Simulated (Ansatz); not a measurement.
## Fluorite PbF2 (high-temperature phase)

Computed with PBE-D4 in Ansatz (PAW).

Numerical settings: plane-wave cutoff 500 eV, 10×10×10 k mesh, gaussian smearing 0.02 eV, scalar-relativistic PAW data made under PBE.

Cell (relaxed at this level):

```
CELL_PARAMETERS angstrom
      0.00000     2.99632     2.99632
      2.99632     0.00000     2.99632
      2.99632     2.99632     0.00000
ATOMIC_POSITIONS crystal
  Pb 0.00000 0.00000 0.00000
  F  0.25000 0.25000 0.25000
  F  0.75000 0.75000 0.75000
```

For fluorite PbF2 (high-temperature phase), the band gap comes out as 4.43 eV (on the SCF k mesh).

Note: a distance lies near a switch of the dispersion term, which can move the cell.

Spin–orbit coupling is not included; with these elements it can move the gap by several tenths of an eV or more.

Computed values are for the static lattice.

It cost roughly 40 core-seconds of CPU time.

Ansatz is a quantum-chemistry and plane-wave program.
